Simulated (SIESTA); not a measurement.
**Worked example: self-consistent single point of NiSb (P6_3/mmc, 4 atoms in the cell) in SIESTA**

Level of theory: SIESTA with GGA PBE, numerical atomic orbitals DZP, PseudoDojo PBE standard norm-conserving potentials (rewritten from UPF to PSML).

This input was run:

```
# files in the folder: Ni.psml Sb.psml (PseudoDojo PBE standard)
SystemName  NiSb
SystemLabel nisb

NumberOfAtoms                4
NumberOfSpecies              2
%block ChemicalSpeciesLabel
  1 28 Ni
  2 51 Sb
%endblock ChemicalSpeciesLabel
LatticeConstant              1.0 Bohr
%block LatticeVectors
     3.738562355   -6.475380892    0.000000000
     3.738562355    6.475380892    0.000000000
     0.000000000    0.000000000    9.760216225
%endblock LatticeVectors
AtomicCoordinatesFormat      Ang
%block AtomicCoordinatesAndAtomicSpecies
     0.000000000    0.000000000    2.582442000  1
     0.000000000    0.000000000    0.000000000  1
     1.978362000    1.142208023    1.291221000  2
     1.978362000   -1.142208023    3.873663000  2
%endblock AtomicCoordinatesAndAtomicSpecies

XC.functional                GGA
XC.authors                   PBE
PAO.BasisSize                DZP
PAO.EnergyShift              0.005 Ry
MeshCutoff                   350 Ry
%block kgrid.MonkhorstPack
    8   0   0  0.0
    0   8   0  0.0
    0   0   5  0.0
%endblock kgrid.MonkhorstPack
OccupationFunction           MP
OccupationMPOrder            0
ElectronicTemperature        200.0 meV

MaxSCFIterations             150
SCF.Mixer.Method             Broyden
SCF.Mixer.Weight             0.25
SCF.Mixer.History            6
SCF.DM.Tolerance             1.0E-04
Diag.ParallelOverK           true
WriteForces                  true
```

Output (repeated stretches shortened):

```
reinit: Reading from file input.fdf

reinit: System Name: NiSb
reinit: System Label: nisb

coor:   Atomic-coordinates input format  =     Cartesian coordinates
coor:                                          (in Angstroms)

siesta: Atomic coordinates (Bohr) and species
siesta:      0.00000   0.00000   4.88011  1        1
siesta:      0.00000   0.00000   0.00000  1        2
siesta:      3.73856   2.15846   2.44005  2        3
siesta:      3.73856  -2.15846   7.32016  2        4

siesta: System type = bulk

initatomlists: Number of atoms, orbitals, and projectors:      4    74   100

siesta: ******************** Simulation parameters ****************************
redata: Spin configuration                          = none
redata: Time-Reversal Symmetry                      = T
redata: Number of Atomic Species                    =        2
redata: Mesh Cutoff                                 =   350.0000 Ry
redata: Net charge of the system                    =     0.0000 |e|
redata: Min. number of SCF Iter                     =        0
redata: Max. number of SCF Iter                     =      150
redata: SCF convergence failure will abort job
redata: SCF mix quantity                            = Hamiltonian
redata: Mix DM or H after convergence               =   F
redata: Recompute H after scf cycle                 =   F
redata: Mix DM in first SCF step                    =   T
redata: No kicks to SCF
redata: DM Mixing Weight for Kicks                  =     0.5000
redata: Require Harris convergence for SCF          =   F
redata: Harris energy tolerance for SCF             =     0.000100 eV
redata: Require DM convergence for SCF              =   T
redata: DM tolerance for SCF                        =     0.000100
redata: Require EDM convergence for SCF             =   F
redata: EDM tolerance for SCF                       =     0.001000 eV
redata: Require H convergence for SCF               =   T
redata: Hamiltonian tolerance for SCF               =     0.001000 eV
redata: Require (free) Energy convergence for SCF   =   F
redata: (free) Energy tolerance for SCF             =     0.000100 eV
redata: Using DFT-D3 dispersion                     =   F
redata: Using Saved Data (generic)                  =   F
redata: Method of Calculation                       = Diagonalization
redata: Electronic Temperature                      =  2320.9036 K
redata: Number of TDED substeps                     =        3
redata: Dynamics option                             = Single-point calculation
redata: Save all siesta data in one NC              =   F
redata: ***********************************************************************

%block SCF.Mixers
  Broyden
%endblock SCF.Mixers

%block SCF.Mixer.Broyden
  # Mixing method
  method broyden

  # Mixing options
  weight 0.2500
  weight.linear 0.2500
  weight.prime 0.2500
  history 6
%endblock SCF.Mixer.Broyden

DM_history_depth set to one: no extrapolation allowed by default for geometry relaxation
Size of DM history Fstack: 1
Total number of electrons:    66.000000
Total ionic charge:    66.000000

* ProcessorY, Blocksize:    1  64

* Orbital distribution balance (max,min):    74    74

k-point displ. along   1 input, could be:     0.00    0.50
k-point displ. along   2 input, could be:     0.00    0.50
 Kpoints in:          192 . Kpoints trimmed:          168

siesta: k-grid: Number of k-points = 168
siesta: k-points from Monkhorst-Pack grid
siesta: k-cutoff (effective) =    12.912 Ang
siesta: k-point supercell and displacements
siesta: k-grid:     8     0     0      0.000
siesta: k-grid:     0     8     0      0.000
siesta: k-grid:     0     0     5      0.000

diag: Algorithm                                     = D&C
diag: Parallel over k                               =   F
diag: Use parallel 2D distribution                  =   F
diag: Parallel block-size                           = 64
diag: Parallel distribution                         =     1 x     1
diag: Used triangular part                          = Lower
diag: Absolute tolerance                            =  0.100E-15
diag: Orthogonalization factor                      =  0.100E-05
diag: Memory factor                                 =  1.0000

superc: Internal auxiliary supercell:     7 x     7 x     5  =     245
superc: Number of atoms, orbitals, and projectors:    980  18130  24500

                        Single-point calculation

superc: Internal auxiliary supercell:     7 x     7 x     5  =     245
superc: Number of atoms, orbitals, and projectors:    980  18130  24500

outcell: Unit cell vectors (Ang):
        1.978362   -3.426624    0.000000
        1.978362    3.426624    0.000000
        0.000000    0.000000    5.164884

outcell: Cell vector modules (Ang)   :    3.956724    3.956724    5.164884
outcell: Cell angles (23,13,12) (deg):     90.0000     90.0000    120.0000
outcell: Cell volume (Ang**3)        :     70.0266
new_DM -- step:     1
Initializing Density Matrix...

Attempting to read DM from file... Failed...
DM filled with atomic data:

InitMesh: MESH = 40 x 40 x 60 = 96000
InitMesh: Mesh cutoff (required, used) =   350.000   372.978 Ry

stepf: Methfessel-Paxton step function
       Using Hermite-Gauss polynomials of order  0

        iscf     Eharris(eV)        E_KS(eV)     FreeEng(eV)     dDmax    Ef(eV) dHmax(eV)
   scf:    1   -14054.590318   -14072.965091   -14073.017484  1.496271 -3.013238 12.316142
   scf:    2   -14064.345037   -14075.611452   -14075.651998  0.589412 -4.334652  7.763594
   scf:    3   -14079.253557   -14078.552880   -14078.599593  0.206125 -3.899606  1.475970
   scf:    4   -14078.522531   -14078.592350   -14078.643837  0.074758 -3.896489  1.071716
   scf:    5   -14078.655545   -14078.637861   -14078.688621  0.023205 -3.951302  0.200238
   scf:    6   -14078.640125   -14078.639481   -14078.690020  0.003057 -3.961361  0.017914
   [... 2 lines left out ...]
   scf:    9   -14078.639471   -14078.639492   -14078.690042  0.000396 -3.961826  0.003476
   scf:   10   -14078.639484   -14078.639488   -14078.690042  0.000072 -3.961855  0.003892
   scf:   11   -14078.639484   -14078.639487   -14078.690042  0.000058 -3.961886  0.002821
   scf:   12   -14078.639484   -14078.639485   -14078.690042  0.000032 -3.961909  0.001528
   scf:   13   -14078.639484   -14078.639485   -14078.690042  0.000019 -3.961927  0.000817

SCF Convergence by DM+H criterion
max |DM_out - DM_in|         :     0.0000192740
max |H_out - H_in|      (eV) :     0.0008167475
SCF cycle converged after 13 iterations

Using DM_out to compute the final energy and forces

siesta: E_KS(eV) =           -14078.6395

siesta: E_KS - E_eggbox =    -14078.6395

siesta: Atomic forces (eV/Ang):
     1   -0.000000    0.000000    0.000000
     2    0.000000   -0.000000   -0.000000
     3   -0.000000    0.000274    0.000041
     4   -0.000000   -0.000274   -0.000041
   Tot   -0.000000    0.000000    0.000000
   Max    0.000274
   Res    0.000113    sqrt( Sum f_i^2 / 3N )
   Max    0.000274    constrained

Stress tensor Voigt[x,y,z,yz,xz,xy] (kbar):      -31.87      -32.91      -28.06       -0.00       -0.00       -0.00
(Free)E + p*V (eV/cell)   -14077.3374
Target enthalpy (eV/cell)   -14078.6900

siesta: Program's energy decomposition (eV):
siesta: Ebs     =     -2134.385416
siesta: Eions   =     16000.071490
siesta: Ena     =      1130.003107
siesta: Ekin    =      7219.963693
siesta: Enl     =     -4060.639617
siesta: Eso     =         0.000000
siesta: Edftu   =         0.000000
siesta: DEna    =        36.462278
siesta: DUscf   =         0.873112
siesta: DUext   =         0.000000
siesta: Ex      =     -2273.236809
siesta: Ec      =      -131.993758
siesta: Exc     =     -2405.230567
siesta: Eharris =    -14078.639484
siesta: Etot    =    -14078.639485
siesta: FreeEng =    -14078.690042

siesta: Stress tensor (static) (eV/Ang**3):
siesta:    -0.019895   -0.000000   -0.000000
siesta:    -0.000000   -0.020542    0.000000
siesta:    -0.000000   -0.000000   -0.017512

siesta: Cell volume =         70.026558 Ang**3

siesta: Pressure (static):
siesta:                Solid            Molecule  Units
siesta:           0.00021038          0.00021035  Ry/Bohr**3
siesta:           0.01931613          0.01931364  eV/Ang**3
siesta:          30.94784494         30.94386990  kBar
```

The run converged in 13 iterations.

The starting cell has typed, rounded lattice constants, without a prior relaxation at this level. Its lattice was rescaled by a random factor within 2.5 % of one. Spin polarisation is off. Values carry the incompleteness of an atom-centred basis. With a pressure of about 3 GPa the cell is away from its equilibrium volume at this level.

Cost on one core of a shared machine: roughly 50 s.
